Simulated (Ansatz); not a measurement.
Start from SrO in the rock salt structure (space group Fm-3m, No. 225; a = 5.195 Å).

The values are results of plane-wave PAW DFT at the PBE level (Ansatz, a quantum-chemistry and plane-wave program, 420 eV), scalar-relativistic without spin-orbit coupling, not measurements.

Base values:

| Quantity | Result |
|---|---|
| Valley order | X along ⟨100⟩ 3.33 eV; Γ 3.79 eV |
| Smallest direct gap | 3.42 eV |
| Electron mass | 1.2 mₑ along k, 0.41 mₑ across (at X) |

Now apply this change: every lattice vector is shortened by 0.50 %, atoms relaxed at fixed cell.

Q: What does the calculation give for the valley order, smallest direct gap, energy relative to the base and electron mass after the change?

A: The valley order (the lowest conduction-band minima on the path, energy above the VBM, named in the base's zone) goes from X along ⟨100⟩ 3.33 eV; Γ 3.79 eV to X along ⟨100⟩ 3.32 eV; Γ 3.90 eV; the smallest direct gap shrinks by 0.01 eV (3.42 eV → 3.41 eV); the energy grows by 1.1 meV/atom; the electron mass changes from 1.2 mₑ along k, 0.41 mₑ across (at X) to 1.2 mₑ along k, 0.40 mₑ across (at X).

The cells carry an imposed strain or load. Effective masses come from finite differences of ±0.01 Å⁻¹. Along k means along the line from Γ to the band edge. No phonon test of stability was made.
